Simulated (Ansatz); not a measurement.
Cost and result by functional for the adsorption energy of Br on the 1x1 (0001) surface of hcp Ru, one in a 2x2 cell, started at the site 'hollow Ru-Ru-Ru over Ru at depth 2.1 Å', in Ansatz (plane waves, PAW). Single points on the PBE structure, on one kind of machine; costs are rough ratios of the slab run's core time (references not counted) to the cheapest single point. r2SCAN's cost holds its higher cutoff (500 against 420 eV). Differences are taken against r2SCAN for comparison alone: no measured value is at hand, so the table doesn't rank accuracy.

Model: 17-atom slab, 6.3 Å thick at the start under the adsorbate (thin: gaps and levels are the slab's own), 6x6x1 mesh, Fermi-Dirac 0.1 eV, dipole correction, 8 atoms held, the rest relaxed; held to the start's symmetry, so lower structures may exist; no spin, no spin-orbit, no U, no dispersion correction. At the end it is bonded to 3 Ru. In PBE it is, or lies within 0.03 eV of, the lowest of the starts that converged. These notes are the PBE run's. Adsorption energies are against ½ Br2(g). A negative adsorption energy means that the adsorbate is more stable on the surface than in its reference.

| functional | relative cost | adsorption energy (eV) | less r2SCAN (eV) |
|---|---|---|---|
| RPBE | 1 | -1.95 | 0.60 |
| r2SCAN | 3 | -2.55 | 0.00 |
| PBE (the relaxed run's value) | – | -2.22 | 0.33 |

The values span 0.60 eV, while the single points' costs differ by a factor of roughly 3. Differences are of unrounded values.

Ansatz is a program for electronic structure.
